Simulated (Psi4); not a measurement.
Psi4 1.11, BP86/def2-svp: Cd(SH)2 ([SH][Cd][SH]), 5 atoms. The geometry is a generated start, not checked to be a minimum at this level.

| Property | Result |
|---|---|
| task | energy |
| method | bp86 |
| basis | def2-svp |
| memory | 3 GB |
| maxiter | 100 |
| keys of the molecule block | symmetry c1 |
| scf_type | df (default) |
| diis_max_vecs | 10 (default) |
| e_convergence | 1e-06 (default) |
| d_convergence | 1e-06 (default) |
| dft_radial_points | 75 (default) |
| dft_spherical_points | 302 (default) |
| effective core potentials | those of the basis set, past Kr |
| basis functions | 77 |
| grid points | 108160 |

```xyz
5

Cd     0.0335     0.0075     0.0138
S     -0.2445     1.3467    -1.9888
H      0.9436     1.9273    -1.8441
S      0.1046    -1.2120     2.1078
H     -0.8372    -2.0695     1.7113
```

Charge 0 and multiplicity 1 are set for this test and not shown to be the ground state.

With the defaults (diis = true, scf_initial_accelerator = adiis, damping_percentage = 0, soscf = false, soscf_start_convergence = 0.01, guess = auto, which took SAD, level_shift = 0, level_shift_cutoff = 0.01, diis_start = 1) it converges in 9 SCF iterations. One run each on 2 threads, with these changes:
- scf_initial_accelerator = none
- guess = huckel
- scf_initial_accelerator = ediis
- level_shift = 0.1, level_shift_cutoff = 0.001
- damping_percentage = 20
- guess = sadno
- diis = false, scf_initial_accelerator = none, damping_percentage = 60
- soscf = true, soscf_start_convergence = 0.1
- diis_start = 4

Which runs fail or end elsewhere than the default run?

No convergence: diis = false, scf_initial_accelerator = none, damping_percentage = 60 (the run ends without SCF convergence in 100 iterations). The rest reach the solution of the defaults.

| setting | SCF iterations | JK calls | end |
|---|---|---|---|
| soscf = true, soscf_start_convergence = 0.1 | 6 | 22 | same solution |
| the defaults | 9 | 10 | same solution |
| level_shift = 0.1, level_shift_cutoff = 0.001 | 9 | 10 | same solution |
| scf_initial_accelerator = none | 9 | 10 | same solution |
| scf_initial_accelerator = ediis | 9 | 10 | same solution |
| guess = huckel | 10 | 28 | same solution |
| guess = sadno | 10 | 10 | same solution |
| diis_start = 4 | 16 | 17 | same solution |
| damping_percentage = 20 | 21 | 22 | same solution |
| diis = false, scf_initial_accelerator = none, damping_percentage = 60 | 100 | 101 | no convergence |

An SOSCF iteration holds several JK calls; a Hückel guess adds calls on atoms.
